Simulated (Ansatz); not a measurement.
AlP (model structure, started from the BeO type, P4₂/mnm, No. 136, 8 atoms in the cell), treated with PBEsol (plane waves, PAW; Ansatz, an electronic-structure program).

Numerical settings: plane-wave cutoff 520 eV, 6×6×10 k mesh (along the axes of the cell as run), Fermi–Dirac smearing 0.01 eV, scalar-relativistic PAW data made under PBE.

Cell (relaxed at this level):

```cif
data_Al4P4
_chemical_formula_sum 'Al4 P4'
_space_group_name_H-M_alt 'P42/mnm'
_space_group_IT_number 136
_space_group_name_Hall '-P 4n 2n'
_cell_length_a 6.63813
_cell_length_b 6.63813
_cell_length_c 3.89212
_cell_angle_alpha 90.000
_cell_angle_beta 90.000
_cell_angle_gamma 90.000
loop_
_atom_site_label
_atom_site_type_symbol
_atom_site_symmetry_multiplicity
_atom_site_Wyckoff_symbol
_atom_site_fract_x
_atom_site_fract_y
_atom_site_fract_z
_atom_site_occupancy
Al1 Al 4 g 0.17244 0.17244 0.50000 1
P1 P 4 f 0.31328 0.31328 0.00000 1
```

**Question.** Predict the band gap and smallest direct gap on the k points sampled.

**Answer.** 
band gap: 1.67 eV (indirect)
smallest direct gap on the k points sampled: 1.76 eV

Note: the relaxation could raise the start's symmetry but not lower it, so the cell can be a saddle point.

Static lattice: no zero-point or thermal effects.

Cost on a shared machine: about 50 core-seconds (a rough figure).

A model structure was made by putting elements into a prototype or built by hand; it is no filed structure, need not be a known phase, and can be a saddle point held by its symmetry.
